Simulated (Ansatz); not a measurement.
## Effect of I vacancy, symmetric start on AgI

Base system: a 16-atom supercell of AgI in the zinc blende structure (space group F-43m, No. 216; a = 6.628 Å) at its relaxed geometry.

Modification: a neutral I vacancy, symmetric start, atoms relaxed at fixed cell.

The values are results of Ansatz (an electronic-structure program) PBE, without spin-orbit coupling, not measurements. Settings: 3×3×3 k-points, 0.01 eV Fermi–Dirac smearing.

```csv
quantity,base,changed,shift
pressure,0.0 GPa,0.1 GPa,+0.1 GPa
energy gained by relaxation,–,0.01 eV,–
largest displacement of a host atom from its site in the perfect cell,–,0.13 Å,–
mean distance from the defect site to its nearest host atoms,2.87 Å,3.00 Å,+0.13 Å
```

Final structure:

```yaml
crystal:
  lattice:
    - [0.00000, 6.62833, 6.62833]
    - [6.62833, 0.00000, 6.62833]
    - [6.62833, 6.62833, 0.00000]
  atoms:
    - { symbol: I, position: [0.37333, 0.37333, 0.87667] }
    - { symbol: I, position: [0.37333, 0.87667, 0.37333] }
    - { symbol: I, position: [0.37333, 0.87667, 0.87667] }
    - { symbol: I, position: [0.87667, 0.37333, 0.37333] }
    - { symbol: I, position: [0.87667, 0.37333, 0.87667] }
    - { symbol: I, position: [0.87667, 0.87667, 0.37333] }
    - { symbol: I, position: [0.87500, 0.87500, 0.87500] }
    - { symbol: Ag, position: [0.99908, 0.99908, 0.99908] }
    - { symbol: Ag, position: [0.99908, 0.99908, 0.50276] }
    - { symbol: Ag, position: [0.99908, 0.50276, 0.99908] }
    - { symbol: Ag, position: [0.98289, 0.50570, 0.50570] }
    - { symbol: Ag, position: [0.50276, 0.99908, 0.99908] }
    - { symbol: Ag, position: [0.50570, 0.98289, 0.50570] }
    - { symbol: Ag, position: [0.50570, 0.50570, 0.98289] }
    - { symbol: Ag, position: [0.50570, 0.50570, 0.50570] }
```

The magnetic state is the one reached from the starting moments; the real material's order can differ, and small cells can't hold many antiferromagnetic ones. The cell is small, so the values are those of an ordered compound at a high defect concentration; dilute-limit values will differ. The mesh was chosen for an insulator and is coarse for the gapless case. The defect started on the symmetric site and kept its symmetry, so it may sit on a saddle. Starting moments died away, wholly or in part, for I vacancy; another magnetic solution may exist. The defect cell is spin-polarised and ends with 0.0 μB.
